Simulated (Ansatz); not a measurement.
# Pressure series in hypothetical diamond Y

Take Y in the diamond structure (space group Fd-3m, No. 227; a = 6.8244 Å; a hypothetical phase, not in the database extracts checked) as the base.

Cell and atoms are relaxed at each pressure.

Level of theory: Kohn–Sham DFT with the PBEsol functional, run in Ansatz (a quantum-chemistry and plane-wave program) with PAW and 420 eV plane waves, no spin-orbit coupling.

Notes on the quantities. enthalpy: H = E + PV relative to the base's energy.

```
case                   enthalpy  lattice parameter a
----------------  -------------  -------------------
base                          –              6.824 Å
pressure −1 GPa   -0.26 eV/atom              7.000 Å
pressure 0.3 GPa  +0.07 eV/atom              6.786 Å
pressure 0.7 GPa  +0.17 eV/atom              6.736 Å
pressure 1.5 GPa  +0.35 eV/atom              6.543 Å
pressure 3 GPa    +0.66 eV/atom              6.288 Å
pressure 5 GPa    +1.03 eV/atom              6.082 Å
pressure 7.5 GPa  +1.44 eV/atom              5.944 Å
pressure 10 GPa   +1.85 eV/atom              5.860 Å
```

Load acts through the strain it causes; cell and atoms are relaxed under it. Whether these cells are dynamically stable was not tested. No other phases were tried under pressure. The final runs are not spin-polarised. Y has a high density of states at the Fermi level and may be magnetic at this level.
